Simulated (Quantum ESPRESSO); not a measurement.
Quantum ESPRESSO run on Re3Tc (P6_3/mmc, 8 atoms in the cell): self-consistent single point.

Level of theory: PBEsol, PseudoDojo standard norm-conserving (PBESOL) pseudopotentials (plane waves; Quantum ESPRESSO 7.5).

The change in words: lattice scaled by 0.98. Reference geometry:
```
CELL_PARAMETERS angstrom
      5.47758     0.00000     0.00000
     -2.73879     4.74372     0.00000
      0.00000     0.00000     4.42934
ATOMIC_POSITIONS crystal
  Tc 0.33333 0.66667 0.75000
  Tc 0.66667 0.33333 0.25000
  Re 0.16651 0.33303 0.25000
  Re 0.83349 0.66697 0.75000
  Re 0.83349 0.16651 0.75000
  Re 0.16651 0.83349 0.25000
  Re 0.66697 0.83349 0.25000
  Re 0.33303 0.16651 0.75000
```

Reference input (self-consistent single point, DFT, PBEsol, plane waves, PseudoDojo standard norm-conserving (PBESOL) pseudopotentials): ecutwfc = 85 Ry; occupations = smearing; smearing = gaussian; degauss = 0.0147 Ry; potentials = {Tc: Tc.upf, Re: Re.upf}; K_POINTS = automatic 4 4 5 0 0 0; conv_thr = 1e-11 Ry; mixing_beta = 0.7. This run's input differs from it in these lines:

```diff
@@ -10,4 +10,4 @@
   ibrav = 4
-  celldm(1) = 10.351121483
-  celldm(3) = 0.80863153869
+  celldm(1) = 10.144099096
+  celldm(3) = 0.80863150550
   nat = 8
@@ -27,10 +27,10 @@
 ATOMIC_POSITIONS {angstrom}
-Tc    0.000000000    3.162480900    3.322006500
-Tc    2.738788798    1.581240450    1.107335500
-Re    0.000000000    1.579801521    1.107335500
-Re    2.738788798    3.163919829    3.322006500
-Re    4.109429346    0.789900761    3.322006500
-Re   -1.370640548    3.953820589    1.107335500
-Re    1.370640548    3.953820589    1.107335500
-Re    1.368148250    0.789900761    3.322006500
+Tc    0.000000000    3.099231295    3.255566250
+Tc    2.684013033    1.549615647    1.085188750
+Re    0.000000000    1.548205497    1.085188750
+Re    2.684013033    3.100641445    3.255566250
+Re    4.027240776    0.774102749    3.255566250
+Re   -1.343227743    3.874744194    1.085188750
+Re    1.343227743    3.874744194    1.085188750
+Re    1.340785291    0.774102749    3.255566250
 K_POINTS {automatic}
```

Log, with long lists cut:

```
     Self-consistent Calculation

     iteration #  1     ecut=    85.00 Ry     beta= 0.70

     Threshold (ethr) on eigenvalues was too large:
     Diagonalizing with lowered threshold

     total energy              =   -1380.38904489 Ry
     estimated scf accuracy    <       0.50336304 Ry

     iteration #  2     ecut=    85.00 Ry     beta= 0.70

     total energy              =   -1379.89205760 Ry
     estimated scf accuracy    <       5.87176223 Ry

     iteration #  3     ecut=    85.00 Ry     beta= 0.70

     total energy              =   -1380.63363178 Ry
     estimated scf accuracy    <       0.09263890 Ry

   [... 6 blocks of this kind left out ...]

     iteration # 10     ecut=    85.00 Ry     beta= 0.70

     total energy              =   -1380.64504948 Ry
     estimated scf accuracy    <          3.8E-09 Ry

     iteration # 11     ecut=    85.00 Ry     beta= 0.70
     End of self-consistent calculation

     the Fermi energy is    25.7898 ev

!    total energy              =   -1380.64504948 Ry
     estimated scf accuracy    <          5.6E-12 Ry
     smearing contrib. (-TS)   =      -0.00807029 Ry
     internal energy E=F+TS    =   -1380.63697920 Ry

     convergence has been achieved in  11 iterations

     Forces acting on atoms (cartesian axes, Ry/au):

     atom    1 type  1   force =     0.00000000   -0.00000000    0.00000000
     atom    2 type  1   force =    -0.00000000   -0.00000000    0.00000000
     atom    3 type  2   force =    -0.00000000    0.00176100    0.00000000
     atom    4 type  2   force =    -0.00000000   -0.00176100    0.00000000
     atom    5 type  2   force =    -0.00152507    0.00088050    0.00000000
   [... lines left out ...]

     Total force =     0.004314     Total SCF correction =     0.000024

          total   stress  (Ry/bohr**3)                   (kbar)     P=      272.49
   0.00188865   0.00000000   0.00000000          277.83        0.00        0.00
   0.00000000   0.00188865  -0.00000000            0.00      277.83       -0.00
   0.00000000  -0.00000000   0.00177966            0.00       -0.00      261.80

   JOB DONE.
```

The run converged in 11 iterations. Against the reference run the free energy goes up by 70.9 meV/atom, the pressure goes from 0.94 to 27.25 GPa and the largest force goes from 0.010 to 0.045 eV/Å.

The starting cell comes from a database of computed structures (which also holds hypothetical and non-ambient phases and stackings), without a prior relaxation at this level. Its lattice was rescaled by a random factor within 2.5 % of one. For this run, on top of that: lattice scaled by 0.98. Spin polarisation is off. With a pressure of about 27 GPa the cell is away from its equilibrium volume at this level.

Cost on one core of a shared machine: roughly 3 min.
